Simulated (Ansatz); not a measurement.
Pt (P6₃/mmc, No. 194, 2 atoms in the cell; start mp-2647022; another form than the element's usual one) was calculated with LDA (Ansatz, a program for electronic structure, plane waves, PAW).

Input file:

Ansatz 0.2 input:
```yaml
crystal:
  lattice:
    - [2.6927678177, 0.0, 0.0]
    - [-1.3463839088, 2.3320053366, 0.0]
    - [0.0, 0.0, 4.6364577847]
  atoms:
    - { symbol: Pt, position: [0.6666666667, 0.3333333333, 0.75] }
    - { symbol: Pt, position: [0.3333333333, 0.6666666667, 0.25] }
basis:
  ecutwfc: 520
  ecutrho_ratio: 4
  xc_grid: 2
kpoints:
  mp_grid: { grid: [24, 24, 12] }
hamiltonian:
  xc: lda
  dispersion: none
  pseudopotentials: { kind: paw }
scf:
  occupations: { method: fermi_dirac, width: 0.05 }
output:
  forces: true
  stress: true
  eigenvalues: true
relax:
  f_tol: 0.004
  escape_saddle: false
  max_steps: 80
  cell: { stress_tol: 0.02, fix: [volume] }
```

Output (set-up and result lines):

```
Relaxation: its limit of steps is 80 (relax.max_steps)
Crystal: 2 atoms, lattice volume = 29.115 Å³
Basis set: ecut = 520 eV, 749 PW (Γ), exchange–correlation on 48×48×72 points (8 copies of the dense FFT grid, shifted against one another)
Bands: 22, of which v1, the nominal top of the filled ones, is band 18 counted from 1 (17 counted from 0)
Symmetry: 24 space group operations
Space group: P63/mmc (ITA 194), of the structure as read, at distance tolerance 3.1e-5 Å
k-points: 427 of 6912
Functional: x = slater, c = lda
SCF iter   1: F=—  HF=-24489.852214 eV  |F-HF|=—  |Δ(HF+E_count)|=         —  Δρ=9.45e-3  dr2=1.12e-2
SCF iter   2: F=—  HF=-24489.851599 eV  |F-HF|=—  |Δ(HF+E_count)|=   6.15e-4  Δρ=4.71e-3  dr2=2.76e-3
  ...
SCF 1 converged in 6 iterations: F = -24489.850945 eV  dr2 = 4.07e-9
Crystal: 2 atoms, lattice volume = 29.115 Å³
Initial density: handed on by an earlier stage of this run
SCF 2 converged in 6 iterations: F = -24489.851068 eV  dr2 = 1.12e-11
Crystal: 2 atoms, lattice volume = 29.115 Å³
SCF 3 converged in 6 iterations: F = -24489.851072 eV  dr2 = 2.32e-13
Crystal: 2 atoms, lattice volume = 29.115 Å³
SCF iter   6: F=-24489.851071 eV  HF=-24489.851071 eV  |F-HF|=3.64e-12  |Δ(HF+E_count)|=    0.00e0  Δρ=2.36e-9  dr2=1.51e-15
SCF iter   7: F=-24489.851071 eV  HF=-24489.851071 eV  |F-HF|=7.28e-12  |Δ(HF+E_count)|=  7.28e-12  Δρ=7.50e-10  dr2=1.73e-16
SCF 4 converged in 7 iterations: F = -24489.851071 eV  dr2 = 1.73e-16
SCF converged after 7 iterations
Free energy (F): -24489.851071 eV
Internal energy: -24489.821653 eV  (E = F + TS)
E sigma→0 (E₀):  -24489.836362 eV
Fermi energy:    24.126726 eV
--- Forces (eV/Å), atoms counted from 1 ---
  atom   1  Pt     0.00000000     0.00000000     0.00000000
  atom   2  Pt    -0.00000000    -0.00000000     0.00000000
--- Stress (GPa, compression-positive) ---
        6.364718      -0.000000       0.000000
        0.000000       6.364718       0.000000
        0.000000       0.000000       6.365113
  P = ⅓ Tr σ = 6.3648 GPa (63.648 kbar)
```

The cell is one volume of an energy–volume scan, off the minimum.

The PAW data were made under PBE.

Note: the relaxation could not lower the start's symmetry, so the cell can be a saddle point above a distorted one.

A start named mp-… is a Materials Project structure, which need not be a measured phase.
